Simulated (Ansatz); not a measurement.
# How the smallest direct gap on the k points sampled of SiO2 (model structure, started from the tetragonal ZrO2 type, P4₂/nmc, No. 137, 6 atoms in the cell) moves with the method

No measured value is used here.

| level (code) | value (eV) |
|---|---|
| LDA (Ansatz) | ? |
| PBEsol (Ansatz) | 5.35 |
| r²SCAN (Ansatz) | 6.21 |
| r²SCAN0 (Ansatz) | 8.61 |
| G0W0@PBEsol (Ansatz) | 8.72 |

Task: Complete the blanks.

Result: 
- LDA (Ansatz, a first-principles code), value (eV): 5.30

At these levels the smallest gap is indirect and lower: LDA 4.99, PBEsol 5.04, r²SCAN 5.89, r²SCAN0 8.27, G0W0@PBEsol 8.41 eV. Computed values are for a static lattice.  Values are at the PBEsol cell. Cutoffs and k meshes differ between the levels. Ansatz's density-functional and Hartree–Fock values are scalar-relativistic unless marked +SOC, with PAW data made under PBE.

A model structure was made by putting elements into a prototype or built by hand; it is no filed structure, need not be a known phase, and can be a saddle point held by its symmetry.
